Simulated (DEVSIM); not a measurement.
System: TaN/SiO2/n-GaSb capacitor, at 250 K.

```csv
layer (left to right),material,thickness (nm),Nd (cm⁻³)
1,SiO2,44.0,-
2,GaSb,4900,1.5e16
```

Metal gate on the left, work function 4.4 eV. Fixed charge at the semiconductor interface -6.7e11 cm⁻² (in units of +e); no interface traps.

This is a model device: material constants are rounded textbook-type values typed into the input, and sizes, dopings and lifetimes were drawn at random. Values at 300 K; Nc and Nv go as T^1.5, mobilities as T to minus their exponent, the gap by Varshni's rule with the affinity fixed.

```
parameter         SiO2     GaSb
----------------  ----  -------
gap (eV)             9    0.726
affinity (eV)      0.9     4.06
permittivity       3.9     15.7
Nc (cm⁻³)            -   2.1e17
Nv (cm⁻³)            -   1.8e19
Varshni α (eV/K)     -  0.00042
Varshni β (K)        -      140
```

DEVSIM, 1D Poisson equation in equilibrium, Boltzmann statistics, complete ionisation; no quantum confinement or tunnelling. Metal contacts follow the ideal Schottky-Mott rule: no Fermi-level pinning, no interface dipoles.

Base results: flat-band voltage (V) 1.66; minimum of the low-frequency capacitance (μF/cm²) 0.0349; threshold voltage (band bending 2φF) (V) 0.34.

### Question
What follows from this one change: substrate doping 1.5e+16 → 3e+16 cm^-3?

### Answer
flat-band voltage 1.66 → 1.67 V; minimum of the low-frequency capacitance 0.0349 → 0.0412 μF/cm²; threshold voltage (band bending 2φF) 0.34 → -0.02 V.

### Question
What follows from this one change: temperature 250 → 500 K?

### Answer
flat-band voltage 1.66 → 1.56 V; minimum of the low-frequency capacitance 0.0349 → 0.0542 μF/cm²; threshold voltage (band bending 2φF) 0.34 → 0.97 V.

### Question
What follows from this one change: gate work function 4.4 → 4.7 eV?

### Answer
flat-band voltage 1.66 → 1.96 V; minimum of the low-frequency capacitance little changed (0.0349 μF/cm²); threshold voltage (band bending 2φF) 0.34 → 0.64 V.
